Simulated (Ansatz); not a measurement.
A self-consistent single point of As (R-3m, 2 atoms in the cell) with Ansatz (a quantum-chemistry and plane-wave program).

Level of theory: PBE, harder PAW files (source: ansatz) (plane waves; Ansatz).

The change in words: lattice scaled by 0.98; basis.ecutwfc: 420 eV → 825 eV; hamiltonian.pseudopotentials: {kind: paw} (the program's default PAW files) → {kind: paw, source: ansatz}. Reference geometry:
```xyz
2
Lattice="3.6988 -1.8894 0.0000 3.6988 1.8894 0.0000 2.7336 0.0000 3.1270" Properties=species:S:1:pos:R:3 pbc="T T T"
As     2.3476     0.0000     0.7246
As     7.8314     0.0000     2.4172
```

Reference input (self-consistent single point, DFT, PBE, plane waves, default PAW files): basis.ecutwfc = 420 eV; kpoints.mp_grid.grid = 9 9 9; hamiltonian.xc = pbe; hamiltonian.pseudopotentials = {kind: paw} (the program's default PAW files); scf.occupations.method = fermi_dirac; scf.occupations.width = 0.1 eV. This run's input differs from it in these lines:

Ansatz 0.2 input:
```diff
@@ -2,5 +2,5 @@
   lattice:
-    - [3.698766, -1.889400, 0.000000]
-    - [3.698766, 1.889400, 0.000000]
-    - [2.733624, 0.000000, 3.126979]
+    - [3.624791, -1.851612, 0.000000]
+    - [3.624791, 1.851612, 0.000000]
+    - [2.678952, 0.000000, 3.064439]
   atoms:
@@ -9,3 +9,3 @@
 basis:
-  ecutwfc: 420.0 eV
+  ecutwfc: 825.0 eV
 kpoints:
@@ -14,3 +14,3 @@
   xc: pbe
-  pseudopotentials: { kind: paw }
+  pseudopotentials: { kind: paw, source: ansatz }
 scf:
```

Output (repeated stretches shortened):

```
SCF iter   1: F=—  HF=-9712.347149 eV  |F-HF|=—  |Δ(HF+E_count)|=         —  Δρ=2.40e-2  dr2=1.54e-1  ethr=3.10e-3  ⟨swp⟩=5.0  Hψ=6897  notcnv=0
all-band conjugate gradients solve this SCF's bands
preconditioner: auto → Kerker (q_TF=auto, 2.588 Å⁻¹)
SCF iter   2: F=—  HF=-9712.338967 eV  |F-HF|=—  |Δ(HF+E_count)|=   8.18e-3  Δρ=1.56e-2  dr2=7.01e-2  ethr=5.13e-4  ⟨swp⟩=1.0  Hψ=2295  notcnv=0
   [... lines left out ...]
SCF iter   5: F=—  HF=-9712.335879 eV  |F-HF|=—  |Δ(HF+E_count)|=   2.96e-4  Δρ=4.56e-4  dr2=1.13e-4  ethr=1.78e-6  ⟨swp⟩=2.6  Hψ=2556  notcnv=0
SCF iter   6: F=—  HF=-9712.335953 eV  |F-HF|=—  |Δ(HF+E_count)|=   7.38e-5  Δρ=8.27e-5  dr2=3.79e-6  ethr=3.76e-7  ⟨swp⟩=2.0  Hψ=2043  notcnv=0
SCF iter   7: F=—  HF=-9712.335958 eV  |F-HF|=—  |Δ(HF+E_count)|=   5.65e-6  Δρ=1.51e-5  dr2=9.86e-8  ethr=3.33e-10  ⟨swp⟩=3.2  Hψ=6800  notcnv=0
SCF iter   8: F=-9712.335959 eV  HF=-9712.335959 eV  |F-HF|=3.11e-9  |Δ(HF+E_count)|=   1.14e-7  Δρ=3.68e-6  dr2=1.00e-8  ethr=3.29e-10  ⟨swp⟩=2.4  Hψ=5339  notcnv=0
SCF 1 converged in 8 iterations: F = -9712.335959 eV  dr2 = 1.00e-8
Free energy (F): -9712.335959 eV
Internal energy: -9712.327360 eV  (E = F + TS)
E sigma→0 (E₀):  -9712.331659 eV
Entropy (-TS):   -0.008599 eV (-4.300 meV/atom)
Fermi energy:    11.459023 eV
--- Forces (eV/Å), atoms counted from 1 ---
  atom   1  As     0.12589577    -0.00000000     0.03885771
  atom   2  As    -0.12589577     0.00000000    -0.03885771
--- Stress (GPa, compression-positive) ---
        4.329138       0.000000      -0.763113
        0.000000       6.801560       0.000000
       -0.763113       0.000000       6.566025
  P = ⅓ Tr σ = 5.8989 GPa (58.989 kbar)
  The stress holds the Pulay correction. Without it, at fixed plane waves, as pw.x and ABINIT print it: P = 5.8967 GPa
```

The run converged in 8 iterations. Against the reference run the pressure goes from 0.86 to 5.90 GPa and the largest force goes from 0.272 to 0.132 eV/Å.

The starting cell has typed, rounded lattice constants, without a prior relaxation at this level. Its lattice was rescaled by up to half a per cent. One atom was moved a little off its site on purpose. For this run, on top of that: lattice scaled by 0.98. Ansatz's pressure includes its estimate of the finite-basis (Pulay) stress.
